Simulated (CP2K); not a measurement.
Input and output of a self-consistent single point for SrGe2Ru2 (I4/mmm, 5 atoms in the cell) (CP2K)

Computed with LDA (Pade form), GPW, DZVP-MOLOPT-SR-GTH basis, GTH-PADE potentials (GTH_POTENTIALS) (CP2K 2026.2).

Input as run:

```
&GLOBAL
  PROJECT scf
  RUN_TYPE ENERGY_FORCE
  PRINT_LEVEL MEDIUM
&END GLOBAL
&FORCE_EVAL
  METHOD Quickstep
  STRESS_TENSOR ANALYTICAL
  &DFT
    BASIS_SET_FILE_NAME BASIS_MOLOPT
    POTENTIAL_FILE_NAME GTH_POTENTIALS
    &QS
      METHOD GPW
      EPS_DEFAULT 1E-10
    &END QS
    &MGRID
      CUTOFF 500
      REL_CUTOFF 50
      NGRIDS 5
    &END MGRID
    &SCF
      SCF_GUESS ATOMIC
      EPS_SCF 1E-7
      MAX_SCF 100
      ADDED_MOS 9
      &DIAGONALIZATION
        ALGORITHM STANDARD
      &END DIAGONALIZATION
      &MIXING
        METHOD BROYDEN_MIXING
        ALPHA 0.2
        NBUFFER 8
      &END MIXING
      &SMEAR ON
        METHOD GAUSSIAN
        SIGMA [eV] 0.05
      &END SMEAR
    &END SCF
    &KPOINTS
      SCHEME MACDONALD 6 6 6 0.08333333333 0.08333333333 0.08333333333
    &END KPOINTS
    &XC
      &XC_FUNCTIONAL PADE
      &END XC_FUNCTIONAL
    &END XC
    &PRINT
      &MO
        EIGENVALUES T
        OCCUPATION_NUMBERS T
        NDIGITS 8
        FILENAME mo
        &EACH
          QS_SCF 0
        &END EACH
        ADD_LAST NUMERIC
      &END MO
      &MULLIKEN ON
      &END MULLIKEN
    &END PRINT
  &END DFT
  &SUBSYS
    &CELL
      ABC 5.97972400 5.97972390 5.97972367
      ALPHA_BETA_GAMMA 137.80551279 137.80550947 61.20099454
      PERIODIC XYZ
    &END CELL
    &COORD
      Sr       0.00000000     0.00000000     0.00000000
      Ge       5.68996332     3.36510155     0.00000000
      Ge       3.17042368     1.87502045     0.00000000
      Ru       2.98986225     0.00000000     1.52198600
      Ru       1.44033175     2.62006100     1.52198600
    &END COORD
    &KIND Sr
      BASIS_SET DZVP-MOLOPT-SR-GTH
      POTENTIAL GTH-PADE-q10
    &END KIND
    &KIND Ge
      BASIS_SET DZVP-MOLOPT-SR-GTH
      POTENTIAL GTH-PADE-q4
    &END KIND
    &KIND Ru
      BASIS_SET DZVP-MOLOPT-SR-GTH
      POTENTIAL GTH-PADE-q16
    &END KIND
  &END SUBSYS
  &PRINT
    &FORCES ON
    &END FORCES
    &STRESS_TENSOR ON
    &END STRESS_TENSOR
  &END PRINT
&END FORCE_EVAL
```

Log, with long lists cut:

```
 GLOBAL| Method name                                                        CP2K
 GLOBAL| Project name                                                        scf
 GLOBAL| Run type                                                   ENERGY_FORCE

 CELL| Volume [angstrom^3]:                                            95.381290
 CELL| Vector a [angstrom]:       5.980     0.000     0.000   |a| =     5.979724
 CELL| Vector b [angstrom]:       2.881     5.240     0.000   |b| =     5.979724
 CELL| Vector c [angstrom]:      -4.430    -2.620     3.044   |c| =     5.979724
 CELL| Angle (b,c), alpha [degree]:                                   137.805513
 CELL| Angle (a,c), beta  [degree]:                                   137.805509
 CELL| Angle (a,b), gamma [degree]:                                    61.200995
 CELL| Numerically orthorhombic:                                              NO
 CELL| Periodicity                                                           XYZ

 DFT| Spin restricted Kohn-Sham (RKS) calculation                            RKS
 DFT| Multiplicity                                                             1
 DFT| Number of spin states                                                    1
 DFT| Charge                                                                   0
 DFT| XC density smoothing                                                  NONE
 DFT| XC derivatives                                                          PW

 QS| Method:                                                                 GPW
 QS| Density plane wave grid type                        NON-SPHERICAL FULLSPACE
 QS| Number of grid levels:                                                    5
 QS| Density cutoff [a.u.]:                                                250.0
 QS| Multi grid cutoff [a.u.]: 1) grid level                               250.0
   [... lines left out ...]
 BRILLOUIN| Wavefunction type                                            COMPLEX
 BRILLOUIN| List of Kpoints [2 Pi/Bohr]                                      216
 BRILLOUIN| Number           Weight            X              Y              Z
 BRILLOUIN|     1           0.00463       -0.33333       -0.33333       -0.33333
 BRILLOUIN|     2           0.00463       -0.33333       -0.33333       -0.16667
 BRILLOUIN|     3           0.00463       -0.33333       -0.33333       -0.00000
   [... 213 lines left out ...]
 *******************************************************************************

 Extrapolation method: initial_guess

 Re-scaling the density matrix to get the right number of electrons
                  # Electrons              Trace(P)               Scaling factor
                           50                50.000                        1.000

 Number of electrons:                                                         50
 Number of occupied orbitals:                                                 25
 Number of molecular orbitals:                                                34

 Number of orbital functions:                                                 92
 Number of independent orbital functions:                                     92
 SCF WAVEFUNCTION OPTIMIZATION

  Step     Update method      Time    Convergence         Total energy    Change
     1 NoMix/Diag. 0.20E+00      -     1.83121380      -229.2569799704 -2.29E+02
     2 Broy./Diag. 0.20E+00      -     0.09426575      -231.6457792909 -2.39E+00
     3 Broy./Diag. 0.20E+00      -     0.01510356      -228.8588500312  2.79E+00
     4 Broy./Diag. 0.20E+00      -     0.03108513      -228.3406739929  5.18E-01
     5 Broy./Diag. 0.20E+00      -     0.00220283      -228.1934977105  1.47E-01
     6 Broy./Diag. 0.20E+00      -     0.00232773      -228.2132325996 -1.97E-02
     7 Broy./Diag. 0.20E+00      -     0.00024298      -228.2567997033 -4.36E-02
   [... 4 lines left out ...]
    12 Broy./Diag. 0.20E+00      -     0.00000224      -228.2502058999 -5.57E-04
    13 Broy./Diag. 0.20E+00      -     0.00000331      -228.2502433939 -3.75E-05
    14 Broy./Diag. 0.20E+00      -     0.00000029      -228.2502566498 -1.33E-05
    15 Broy./Diag. 0.20E+00      -     0.00000061      -228.2502519277  4.72E-06
    16 Broy./Diag. 0.20E+00      -     0.00000003      -228.2502504968  1.43E-06
  *** SCF run converged in    16 steps ***

  Electronic density on regular grids:        -50.0000000037       -0.0000000037
  Core density on regular grids:               49.9999999949       -0.0000000051
  Total charge density on r-space grids:       -0.0000000089
  Total charge density g-space grids:          -0.0000000089

  Overlap energy of the core charge distribution:               0.00000000376525
  Self energy of the core charge distribution:               -411.37608921839688
  Core Hamiltonian energy:                                     96.30148494558793
  Hartree energy:                                             113.64938927504734
  Exchange-correlation energy:                                -26.82488057553972
  Smearing free energy correction:                             -0.00015492720933
  Fermi energy:                                                 0.34867472559474

  Total energy:                                              -228.25025049676438
  Total energy (extrapolated to sigma->0):                   -228.25017303315971

                     Mulliken Population Analysis

 #  Atom  Element  Kind  Atomic population                           Net charge
       1     Sr       1          9.704453                              0.295547
       2     Ge       2          4.332052                             -0.332052
       3     Ge       2          4.332052                             -0.332052
       4     Ru       3         15.815721                              0.184279
       5     Ru       3         15.815722                              0.184278
 # Total charge                             50.000000                  0.000000

 ENERGY| Total FORCE_EVAL ( QS ) energy [hartree]           -228.250251426660469

 FORCES| Atomic forces [hartree/bohr]
 FORCES|   Atom     x               y               z               |f|
 FORCES|      1  6.76638880E-09  1.02458501E-08  1.72705542E-09   1.23993621E-08
 FORCES|      2  7.33538230E-03  4.33822906E-03  2.50818312E-08   8.52221009E-03
 FORCES|      3 -7.33539687E-03 -4.33824165E-03 -1.85873549E-08   8.52222904E-03
 FORCES|      4  2.96846444E-08 -1.95779874E-08  1.88695827E-08   4.02558922E-08
 FORCES|      5 -2.18791002E-08  2.19291431E-08 -2.70918864E-08   4.11527965E-08
 FORCES| Sum     3.62185056E-12  4.22211966E-12 -7.72011634E-13
 FORCES| Total atomic force                                       5.61605714E-12

 STRESS| Analytical stress tensor [bar]
 STRESS|                        x                   y                   z
 STRESS|      x       -6.11530313036E+04   1.13609972999E+04  -9.77616527245E-02
 STRESS|      y        1.13609972999E+04  -7.36444944033E+04   8.03990626187E-03
 STRESS|      z       -9.77616527245E-02   8.03990626187E-03  -8.03633875093E+04
 STRESS| 1/3 Trace                                            -7.17203044054E+04
```

The run converged in 16 iterations.

The starting cell comes from a database of computed structures (which also holds hypothetical and non-ambient phases and stackings), without a prior relaxation at this level. Its lattice was rescaled by a random factor within 2.5 % of one. Spin polarisation is off. Values carry the incompleteness of an atom-centred basis. With a pressure of about -7 GPa the cell is away from its equilibrium volume at this level.

Cost on one core of a shared machine: roughly 90 s.
